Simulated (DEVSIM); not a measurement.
Structure: abrupt GaAs p-n junction, at 250 K.

Layer 1 from the left is GaAs, thickness (μm) 0.520, Na (cm⁻³) 3.4e15, τn (s) 3.4e-8, τp (s) 3.4e-8. Layer 2 from the left is GaAs, thickness (μm) 0.360, Nd (cm⁻³) 9.6e14, τn (s) 3.4e-8, τp (s) 3.4e-8.

Left contact: ohmic. Right contact: ohmic. Voltage is applied to the left contact. Recombination: SRH at mid-gap, radiative, Auger. Mobility is μmin + (μ − μmin)/(1 + (N/Nref)^α).

The device is made up for the run: typed textbook-type constants, with dimensions and the other settings drawn at random. Values at 300 K; Nc and Nv go as T^1.5, mobilities as T to minus their exponent, the gap by Varshni's rule with the affinity fixed.

GaAs: gap (eV) 1.424, affinity (eV) 4.07, permittivity 12.9, Nc (cm⁻³) 4.7e17, Nv (cm⁻³) 9e18, μn (cm²/Vs) 8500, μp (cm²/Vs) 400, μn,min 500, μp,min 20, Nref,n 6e16, Nref,p 1.5e17, αn 0.39, αp 0.38, T exponent of μn 2.1, T exponent of μp 2.2, B (cm³/s) 2e-10, Cn (cm⁶/s) 1e-30, Cp (cm⁶/s) 1e-30, Varshni α (eV/K) 0.000541, Varshni β (K) 204.

Model (solved in DEVSIM): 1D drift-diffusion, Boltzmann statistics, complete ionisation; no tunnelling, impact ionisation, image-force lowering or self-heating.

### Question
What does the simulation give for the potential step across the device at zero bias, the dark forward voltage at 100 A/cm², the dark forward voltage at 1 A/cm², the largest field in the device at zero bias?

### Answer
potential step across the device at zero bias 1.155 V; dark forward voltage at 100 A/cm² 1.114 V; dark forward voltage at 1 A/cm² 1.000 V; largest field in the device at zero bias 21000 V/cm.
